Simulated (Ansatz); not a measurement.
We consider Sb (model structure, I-43m, No. 217, 4 atoms in the cell), described by PBE0 (Ansatz, a quantum-chemistry and plane-wave program, plane waves, PAW).

Run with plane-wave cutoff 460 eV, 6×6×6 k mesh, Fermi–Dirac smearing 0.01 eV, scalar-relativistic PAW data made under PBE.

Cell (relaxed with PBE-D3(BJ)):

```
Sb
1.0
   -3.30443     3.30443     3.30443
    3.30443    -3.30443     3.30443
    3.30443     3.30443    -3.30443
Sb
4
Direct
  0.69062   0.00000   0.00000
  0.00000   0.69062   0.00000
  0.00000   0.00000   0.69062
  0.30938   0.30938   0.30938
```

**Question.** Estimate the band gap that the calculation returns.

**Answer.** 
- band gap: 0.91 eV (on the SCF k mesh)

Note: the relaxation could raise the start's symmetry but not lower it, so the cell can be a saddle point; cell and atoms aren't relaxed at this level (largest force component 0.42 eV/Å, pressure 0.4 GPa).

Spin–orbit coupling is not included; with these elements it can move the gap by several tenths of an eV or more.

Static lattice: no zero-point or thermal effects.

A model structure was made by putting elements into a prototype or built by hand; it is no filed structure, need not be a known phase, and can be a saddle point held by its symmetry.
